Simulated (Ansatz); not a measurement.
**Al_Hf (monoclinic HfO2 host)**

The numbers are results of PBE, PAW (plane waves to 420 eV; Ansatz, a program for electronic structure), not measurements. A 2×2×2 supercell of 96 sites was used; the energies come from a 2×2×2 shifted sampling of its zone. Site at the start: the Hf site. Energies of charged states are corrected for periodic images (point charge plus alignment at distant sites). Dielectric constants: PBE linear response of the host. Host gap at this level: 4.04 eV. These values are not converged in cell size to better than tenths of an eV. PBE underestimates the host's gap, which shifts levels and can delocalise carriers. Spin–orbit coupling is left out, which matters for these heavy elements. Each state is the lowest found from its start.

Formation energies E_f are given with the Fermi level at the valence-band maximum. Chemical conditions: O-rich (Δμ(Hf) = -10.38 eV, Δμ(Al) = -7.45 eV, bounded by corundum; only phases computed here count, gases as isolated molecules at 0 K). Reference phases: Al: fcc Al, Hf: hcp Hf.

```tsv
charge	moment (μB)	point group	largest move off a lattice site (Å)	image correction with alignment (eV)	E_f, O-rich (eV)
+1†	not spin-polarised	–	0.34	-0.29	–
0*	1.0	C1	0.34	–	–
−1	not spin-polarised	C1	0.34	0.39	2.10
```

* At this level the carrier isn't localised at the defect: at charge 0 holes occupy the valence band. Such a state is shallow or no state of the defect, and this cell gives it no level.

† Not settled in this cell, so no level is given: charge +1: a level filled in part, carriers not clearly localised, level within 0.1 eV of a band edge or past it.

Point groups are those of the whole cell at tolerances of 0.03 and 0.1 Å ("near" where only the looser one holds); none is given for unsettled states.

Flagged in the runs: a host whose relaxation on this sampling wasn't shown to rest, a strain field that reaches the edge of the cell.

All states together cost very roughly 6 core-hours.
